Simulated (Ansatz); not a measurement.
Abridged Ansatz (an electronic-structure program) output:

```
Pseudopotential: Ti, paw, valence charge 12
Pseudopotential: Ca, paw, valence charge 10
Crystal: 4 atoms, lattice volume = 102.009 Å³
Basis set: ecut = 420 eV, 1995 PW (Γ), exchange–correlation on 80×80×80 points (8 copies of the dense FFT grid, shifted against one another)
Bands: 26, of which v1, the nominal top of the filled ones, is band 22 counted from 1 (21 counted from 0)
Symmetry: 16 space group operations
k-points: 244 of 2744
Functional: x = pbe(κ = 0.804, μ = 0.2195149727645171), c = pbe(β = 0.06672455060314922)
SCF iter   1: F=—  HF=-8630.435438 eV  |F-HF|=—  |Δ(HF+E_count)|=         —  Δρ=4.72e-3  dr2=4.12e-2  ethr=1.77e-3  ⟨swp⟩=6.0  Hψ=30020  notcnv=0
SCF iter   2: F=—  HF=-8630.431604 eV  |F-HF|=—  |Δ(HF+E_count)|=   3.83e-3  Δρ=1.24e-3  dr2=1.57e-3  ethr=9.37e-5  ⟨swp⟩=2.1  Hψ=9818  notcnv=0
SCF 1 converged in 8 iterations: F = -8630.431555 eV  dr2 = 3.04e-10
SCF converged after 8 iterations
Free energy (F): -8630.431555 eV
Internal energy: -8630.345858 eV  (E = F + TS)
E sigma→0 (E₀):  -8630.388707 eV
Entropy (-TS):   -0.085697 eV (-21.424 meV/atom)
Fermi energy:    8.619659 eV
--- Forces (eV/Å), atoms counted from 1 ---
  atom   1  Ti     0.00000000    -0.00000000     0.00000000
  atom   2  Ca     0.00000000    -0.00000000     0.00000000
  atom   3  Ti    -0.00000000     0.00000000     0.00000000
  atom   4  Ca     0.00000000     0.00000000     0.00000000
--- Stress (GPa, compression-positive) ---
        0.006574       0.000000       0.000000
        0.000000       0.006574       0.000000
        0.000000       0.000000       0.007214
  P = ⅓ Tr σ = 0.0068 GPa (0.068 kbar)
```

**Question.** What was computed, and what are the main results?

**Answer.** CaTi, 4 atoms in the cell, with DFT with PBE, PAW potentials and a 420 eV plane-wave cutoff in Ansatz, no spin-orbit coupling. The last SCF converged to F = -8630.431555 eV, or -2157.6079 eV per atom, at a pressure of 0.01 GPa. The total energy compares only with runs of the same code, potentials and settings.

Each cell is one ordered arrangement of few atoms, which overstates ordering effects compared with a random alloy. Whether these cells are dynamically stable was not tested. All final runs are without spin polarisation. The cell was made from Ca by this change: x(Ti) = 0.5, 4 atoms, I4_1/amd. CaTi has a high density of states at the Fermi level and may be magnetic at this level.
